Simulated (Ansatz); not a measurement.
Consider Ir in the fcc (Cu type) structure (space group Fm-3m, No. 225; a = 3.846 Å; relaxed with 0.1 eV smearing). Axes: x, y, z lie along the cube axes.

The values are results of r2SCAN (Ansatz, a quantum-chemistry and plane-wave program), scalar-relativistic without spin-orbit coupling, earlier PAW set, not measurements.

Strains are applied to the cell and any free atomic positions relax; under biaxial strain the out-of-plane vector relaxes too.

One change was made to it. Results:

```json
[
 {"quantity": "pressure", "base": "0.0 GPa", "after": "16.4 GPa"},
 {"quantity": "energy relative to the base (free energy F)", "base": "0 meV/atom", "after": "+27 meV/atom"}
]
```

Problem. What was done to the base?
A. isotropic strain −1.30 %
B. biaxial strain +4.79 %, plane normal [001], relaxed out of plane
C. isotropic strain −1.01 %
D. biaxial strain +4.86 %, plane normal [001], relaxed out of plane
E. uniaxial strain ε_xx = −1.88 %

Solution. A, isotropic strain −1.30 %. For comparison, the energy relative to the base in the other runs: isotropic strain −1.01 % gives +16 meV/atom; biaxial strain +4.79 %, plane normal [001], relaxed out of plane gives +119 meV/atom; uniaxial strain ε_xx = −1.88 % gives +10 meV/atom; biaxial strain +4.86 %, plane normal [001], relaxed out of plane gives +122 meV/atom.

Whether these cells are dynamically stable was not tested. The final runs are not spin-polarised.
